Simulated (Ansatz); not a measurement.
An Ansatz (a quantum-chemistry and plane-wave program) run: ZnCu2SnSe4 with a change (Sn → Pt); PBE, PAW, 420 eV (Ansatz; spin-orbit coupling left out), earlier PAW set.

Input:

Ansatz 0.2 input:
```yaml
crystal:
  lattice:
    - [-2.8014654605, 2.8014654605, 5.6427105938]
    - [2.8014654605, -2.8014654605, 5.6427105938]
    - [2.8014654605, 2.8014654605, -5.6427105938]
  atoms:
    - { symbol: Cu, position: [0, 0, 0] }
    - { symbol: Cu, position: [0.75, 0.25, 0.5] }
    - { symbol: Zn, position: [0.25, 0.75, 0.5] }
    - { symbol: Pt, position: [0.5, 0.5, 0] }
    - { symbol: Se, position: [0.636739879, 0.623505789, 0.5087188598] }
    - { symbol: Se, position: [0.1147869292, 0.1280210191, 0.4912811402] }
    - { symbol: Se, position: [0.376494211, 0.8852130708, 0.0132340899] }
    - { symbol: Se, position: [0.8719789809, 0.363260121, 0.9867659101] }
basis: { ecutwfc: 420, ecutrho_ratio: 4, xc_grid: 2, fft_grid_basis: typed }
kpoints: { mp_grid: { grid: [12, 12, 12] } }
hamiltonian:
  xc: pbe
  dispersion: none
  pseudopotentials: { azcp: { folder: ./paw }, kind: paw }
scf: { occupations: { method: fermi_dirac, width: 0.05 }, convergence: { dr2_threshold: 0.0000000008 } }
output: { forces: true, stress: true }
checkpoint: { write: state.ck, write_every: 1000 }
```

Output (explanatory and most iteration lines left out):

```
Pseudopotential: Cu, paw, valence charge 19
Pseudopotential: Zn, paw, valence charge 12
Pseudopotential: Pt, paw, valence charge 18
Pseudopotential: Se, paw, valence charge 16
Crystal: 8 atoms, lattice volume = 177.141 Å³
Basis set: ecut = 420 eV, 3483 PW (Γ), exchange–correlation on 96×96×96 points (8 copies of the dense FFT grid, shifted against one another)
Bands: 74, of which v1, the nominal top of the filled ones, is band 66 counted from 1 (65 counted from 0)
Symmetry: 4 space group operations
Space group: I-4 (ITA 82), of the structure as read, at distance tolerance 5.6e-5 Å
k-points: 242 of 1728 (time reversal used)
Functional: x = pbe(κ = 0.804, μ = 0.2195149727645171), c = pbe(β = 0.06672455060314922)
SCF iter   1: F=—  HF=-50974.752240 eV  |F-HF|=—  |Δ(HF+E_count)|=         —  Δρ=8.08e-2  dr2=1.84e1  ethr=3.10e-3  ⟨swp⟩=5.8  Hψ=63471  notcnv=0  defer=33
SCF iter   2: F=—  HF=-50974.135213 eV  |F-HF|=—  |Δ(HF+E_count)|=   6.17e-1  Δρ=1.07e-1  dr2=1.25e1  ethr=3.10e-3  ⟨swp⟩=3.9  Hψ=45129  notcnv=0  defer=392
SCF 1 converged in 13 iterations: F = -50972.159976 eV  dr2 = 3.79e-10
SCF converged after 13 iterations
Free energy (F): -50972.159976 eV
Internal energy: -50972.122411 eV  (E = F + TS)
E sigma→0 (E₀):  -50972.141194 eV
Entropy (-TS):   -0.037565 eV (-4.696 meV/atom)
Fermi energy:    8.617309 eV
--- Forces (eV/Å), atoms counted from 1 ---
  atom   1  Cu    -0.00000000    -0.00000000     0.00000000
  atom   2  Cu    -0.00000000    -0.00000000     0.00000000
  atom   3  Zn    -0.00000000    -0.00000000     0.00000000
  atom   4  Pt     0.00000000     0.00000000     0.00000000
  atom   5  Se     0.00014194    -0.00040028     0.00084604
  atom   6  Se    -0.00014194     0.00040028     0.00084604
  atom   7  Se    -0.00040028    -0.00014194    -0.00084604
  atom   8  Se     0.00040028     0.00014194    -0.00084604
--- Stress (GPa, compression-positive) ---
       -0.000232      -0.000000      -0.000000
        0.000000      -0.000232      -0.000000
       -0.000000      -0.000000       0.006518
  P = ⅓ Tr σ = 0.0020 GPa (0.020 kbar)
```

Stability against distortions was not tested. All final runs are without spin polarisation. The cell was made from ZnCu2SnSe4 by this change: Sn → Pt; the result is a hypothetical phase, not in the database extracts checked. ZnCu2PtSe4 has a high density of states at the Fermi level and may be magnetic at this level.
